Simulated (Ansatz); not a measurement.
The starting structures come from a database of crystals and need not be the phases stable at ambient conditions.

Data:

```
Ca4LaB3O10
1.0
    8.21076     0.00000     0.00000
    4.10538     8.11496     0.00000
   -0.72298     0.00000     3.58334
Ca La B O
4 1 3 10
Direct
  0.54100   0.36220   0.32930
  0.90320   0.63780   0.32930
  0.46400   0.77160   0.66620
  0.23560   0.22840   0.66620
  0.99560   0.00000   0.99900
  0.23480   0.60760   0.91110
  0.84240   0.39240   0.91110
  0.61010   0.00000   0.29020
  0.29990   0.45760   0.72700
  0.75750   0.54240   0.72700
  0.74850   0.29640   0.90380
  0.04490   0.70360   0.90380
  0.02250   0.33880   0.10850
  0.36130   0.66120   0.10850
  0.17370   0.00000   0.58210
  0.45080   0.14900   0.24290
  0.59980   0.85100   0.24290
  0.78320   0.00000   0.38550
```

Space group of this cell: Cm. The cell is taken as given; by r2SCAN its mean pressure is -3.3 GPa.

Transport runs along the normal of the first two printed cell vectors.

The gap is the functional's own, uncorrected, and κ follows it; spin-orbit coupling is left out. Mid-gap values are interpolated between the computed energies.

Task: Predict the band gap and the smallest decay constant κ at mid-gap from r2SCAN run with Ansatz (a quantum-chemistry and plane-wave program).

Result: Gap 4.84 eV on a 4×4×8 mesh; κ = 0.441 1/Å, at the zone centre.
